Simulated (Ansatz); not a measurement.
Worked example: zone-centre phonon calculation of La3Zr (Pm-3m, 4 atoms in the cell) in Ansatz (a program for electronic structure).

Level of theory: LDA (PW92), harder PAW files (source: ansatz) made with PBE (plane waves; Ansatz).

```yaml
crystal:
  lattice:
    - [5.07267, 0.00000, 0.00000]
    - [0.00000, 5.07267, 0.00000]
    - [0.00000, 0.00000, 5.07267]
  atoms:
    - { symbol: La, position: [0.00000, 0.50000, 0.50000] }
    - { symbol: La, position: [0.50000, 0.00000, 0.50000] }
    - { symbol: La, position: [0.50000, 0.50000, 0.00000] }
    - { symbol: Zr, position: [0.00000, 0.00000, 0.00000] }
```

Reference input (self-consistent single point, DFT, LDA (PW92), plane waves, harder PAW files (source: ansatz) made with PBE): basis.ecutwfc = 600 eV; kpoints.mp_grid.grid = 5 5 5; hamiltonian.xc = lda; hamiltonian.pseudopotentials = {kind: paw, source: ansatz}; scf.occupations.method = methfessel_paxton; scf.occupations.width = 0.1 eV. This run's input differs from it in these lines:

Ansatz 0.2 input:
```diff
@@ -11,3 +11,3 @@
 basis:
-  ecutwfc: 600.0
+  ecutwfc: 420.0
 kpoints:
@@ -19,6 +19,4 @@
   occupations: { method: methfessel_paxton, width: 0.1 }
-output:
-  forces: true
-  eigenvalues: true
-  stress: true
+phonons:
+  method: dfpt
```

Output, abridged:

```
SCF iter   1: F=—  HF=-22377.893761 eV  |F-HF|=—  |Δ(HF+E_count)|=         —  Δρ=3.64e-2  dr2=6.93e0  ethr=3.10e-3  ⟨swp⟩=6.5  Hψ=8338  notcnv=0
all-band conjugate gradients solve this SCF's bands
automatic band count: the SCF goes on with 31 bands, as 27 were too few: they end inside the smearing window of the response
preconditioner: auto → Resta (q_TF=auto, 2.285 Å⁻¹)
   [... lines left out ...]
SCF iter  13: F=—  HF=-22376.805159 eV  |F-HF|=—  |Δ(HF+E_count)|=   2.62e-9  S|Δr|=    0.00e0  Δρ=3.01e-7  dr2=2.89e-10  ethr=1.39e-12  ⟨swp⟩=4.7  Hψ=1856  notcnv=0  defer=66
SCF iter  14: F=—  HF=-22376.805159 eV  |F-HF|=—  |Δ(HF+E_count)|=  2.55e-11  S|Δr|=    0.00e0  Δρ=1.63e-7  dr2=1.40e-10  ethr=1.00e-12  ⟨swp⟩=1.1  Hψ=776  notcnv=0  defer=66
SCF iter  15: F=-22376.805159 eV  HF=-22376.805159 eV  |F-HF|=0.00e0  |Δ(HF+E_count)|=  1.46e-11  S|Δr|=    0.00e0  Δρ=8.52e-9  dr2=8.12e-14  ethr=1.00e-12  ⟨swp⟩=29.7  Hψ=6899  notcnv=0
SCF 1 converged in 15 iterations: F = -22376.805159 eV  dr2 = 8.12e-14
DFPT response loops at Γ: preconditioner auto → Kerker (q_TF=auto, 2.285 Å⁻¹) (partly filled bands, converged f_vac=0.000) …
Stability not checked (fill_not_monotonic)
Free energy (F): -22376.805159 eV
Internal energy: -22376.805266 eV  (E = F + TS)
E sigma→0 (E₀):  -22376.805186 eV
Entropy (-TS):   0.000107 eV (0.027 meV/atom)
Fermi energy:    11.655262 eV
   [... lines left out ...]
  ASR residual: 2.129e-5 → 0.000e0 eV/Å²; symmetrization residual: 2.460e-5 eV/Å²
  ASR residual per site (eV/Å²): 1.85e-5 1.85e-5 1.85e-5 2.13e-5
  Γ frequencies (cm⁻¹): 0.00 0.00 0.00 79.44 79.44 79.44 97.46 97.46 97.46 100.77 100.77 100.77
  non-analytic LO–TO correction: not included (Born effective charges unavailable; polar crystals: no LO–TO splitting at Γ)
```

The run converged in 15 iterations. 

Summary of the result:
- Free energy E − TS (on the zero of these files) = -22376.8052 eV
- Fermi level (on the code's own zero) = 11.66 eV
- Zone-centre frequencies (cm⁻¹; negative means imaginary) = 0, 0, 0, 79, 79, 79, 97, 97, 97, 101, 101, 101

The starting cell comes from a database of computed structures (which also holds hypothetical and non-ambient phases and stackings), without a prior relaxation at this level. The cutoff lies below the one recommended for these files.

Cost on one core of a shared machine: roughly 40 s.
